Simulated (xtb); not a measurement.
xtb 6.7.1, GFN1-xTB: Cr(NMe)(S)(OH)2 (C[N]=[Cr]([OH])([OH])=[S]), 11 atoms. The geometry is a generated start, not checked to be a minimum at this level.

```json
{
  "method": "GFN1-xTB",
  "--acc": "1 (default)",
  "--etemp (K)": "300 (default)",
  "detailed input (--input)": "none: ANC optimiser, Lindh (1995) Hessian, microcycle=20, maxdispl=1.0, hlow=0.01 (default)",
  "basis_functions": "46",
  "valence_electrons": "38"
}
```

```xyz
11

Cr    -0.5598     0.4760     0.7420
N      0.3646    -0.3574    -0.3181
C      1.2010    -1.0771    -1.1610
H      1.0206    -0.7970    -2.2063
H      2.2506    -0.8706    -0.9200
H      1.0200    -2.1529    -1.0496
S     -0.0470    -0.2897     2.6162
O     -2.2261     0.0941     0.5615
H     -3.0646    -0.1922     0.1985
O     -0.1315     2.1315     0.7990
H      0.1723     3.0353     0.7377
```

Charge 0 and multiplicity 1 are set for this test and not shown to be the ground state.

The structure is relaxed from this start with --opt LEVEL for the levels crude, sloppy, loose, lax, normal, tight, vtight, extreme, once each. Up to the end of the extreme run atoms move by at most 0.83 Å along an axis.

Question: Which level is enough to come within 5 meV of the tightest end point?

Answer: vtight: 110 cycles against 112, ending 0.0016 meV above.

```json
[
 {"level": "crude", "cycles": "4", "energy above the extreme run (meV)": "25", "gradient norm (eV/Å)": "0.25"},
 {"level": "sloppy", "cycles": "5", "energy above the extreme run (meV)": "24", "gradient norm (eV/Å)": "0.19"},
 {"level": "loose", "cycles": "11", "energy above the extreme run (meV)": "10", "gradient norm (eV/Å)": "0.14"},
 {"level": "lax", "cycles": "15", "energy above the extreme run (meV)": "7.6", "gradient norm (eV/Å)": "0.091"},
 {"level": "normal", "cycles": "17", "energy above the extreme run (meV)": "7.3", "gradient norm (eV/Å)": "0.043"},
 {"level": "tight", "cycles": "20", "energy above the extreme run (meV)": "7.2", "gradient norm (eV/Å)": "0.019"},
 {"level": "vtight", "cycles": "110", "energy above the extreme run (meV)": "under 0.01", "gradient norm (eV/Å)": "0.0028"},
 {"level": "extreme", "cycles": "112", "energy above the extreme run (meV)": "—", "gradient norm (eV/Å)": "0.0017"}
]
```
